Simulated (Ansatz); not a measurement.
Habitual settings against a tight run: BaSb₂Pd (Cmcm, 8 atoms in the cell)

Self-consistent single point.

```yaml
crystal:
  lattice:
    - [2.42540, -9.12540, 0.00000]
    - [2.42540, 9.12540, 0.00000]
    - [0.00000, 0.00000, 4.93603]
  atoms:
    - { symbol: Ba, position: [0.60636, 0.39364, 0.25000] }
    - { symbol: Ba, position: [0.39364, 0.60636, 0.75000] }
    - { symbol: Sb, position: [0.95845, 0.04155, 0.25000] }
    - { symbol: Sb, position: [0.04155, 0.95845, 0.75000] }
    - { symbol: Sb, position: [0.75144, 0.24856, 0.75000] }
    - { symbol: Sb, position: [0.24856, 0.75144, 0.25000] }
    - { symbol: Pd, position: [0.18719, 0.81281, 0.75000] }
    - { symbol: Pd, position: [0.81281, 0.18719, 0.25000] }
```

Method of the run: LDA (PW92), harder PAW files (source: ansatz) made with PBE (plane waves; Ansatz, an electronic-structure program).

Base settings: basis.ecutwfc = 600 eV; kpoints.mp_grid.grid = 5 5 5; hamiltonian.xc = lda; hamiltonian.pseudopotentials = {kind: paw, source: ansatz}; scf.occupations.method = fermi_dirac; scf.occupations.width = 0.1 eV.

Tight run (finer mesh or higher cutoff; not a proven limit): basis.ecutwfc: 600 eV → 840 eV; kpoints.mp_grid.grid: 5 5 5 → 7 7 7; scf.convergence.dr2_threshold: default (1e-07 eV) → 1e-09 eV. It gave Fermi level (on the code's own zero) 12.47 eV; pressure -1.66 GPa; largest force (vector length) 0.240 eV/Å.

Quick runs, as changes from the base:
- A: the base itself
- B: kpoints.mp_grid.grid: 5 5 5 → 4 4 4; scf.convergence.dr2_threshold: default (1e-07 eV) → 0.001 eV
- C: basis.ecutwfc: 600 eV → 360 eV; kpoints.mp_grid.grid: 5 5 5 → 6 6 6; scf.occupations.method: fermi_dirac → methfessel_paxton; scf.occupations.width: 0.1 eV → 0.272 eV
- D: basis.ecutwfc: 600 eV → 300 eV; kpoints.mp_grid.grid: 5 5 5 → 2 2 2; scf.occupations.method: fermi_dirac → gaussian; scf.occupations.width: 0.1 eV → 0.136 eV; scf.convergence.dr2_threshold: default (1e-07 eV) → 0.001 eV
- E: basis.ecutwfc: 600 eV → 360 eV; kpoints.mp_grid.grid: 5 5 5 → 3 3 3; scf.occupations.method: fermi_dirac → methfessel_paxton; scf.occupations.width: 0.1 eV → 0.136 eV

Energies are extrapolated to zero smearing width, which holds to low order in the width alone.

Dashes: time of D, E, under 30 s.

The count of work is k-points × plane waves × bands × iterations; it is no time. Core times come from one kind of shared machine and are given to one figure; runs under 30 s give none.

Pressures in the table are Ansatz's without its Pulay estimate, at a fixed set of plane waves; the tight run's value above holds the estimate.

The starting cell comes from a database of computed structures (which also holds hypothetical and non-ambient phases and stackings), without a prior relaxation at this level. Its lattice was rescaled by a random factor within 2.5 % of one. Spin polarisation is off.

| run | energy less tight (meV/atom) | pressure less tight (GPa) | largest miss in a force vector (eV/Å) | count of work / tight | core time / tight (rough) |
|---|---|---|---|---|---|
| A | 7.2 | 0.18 | 0.044 | 0.24 | 0.2 |
| B | 9.5 | 0.04 | 0.112 | 0.11 | 0.2 |
| C | 584.8 | -22.56 | 0.041 | 0.20 | 0.2 |
| D | 2935.9 | -89.56 | 0.877 | 0.013 | – |
| E | 569.2 | -22.67 | 0.181 | 0.033 | – |

Among the runs at the tight run's level, the energy misses run from 7.2 to 2935.9 meV/atom.

Left out of this page: 1 run of the series outside the window shown, repeating another row's setting, or not comparable.

Keys are those of Ansatz 0.2.
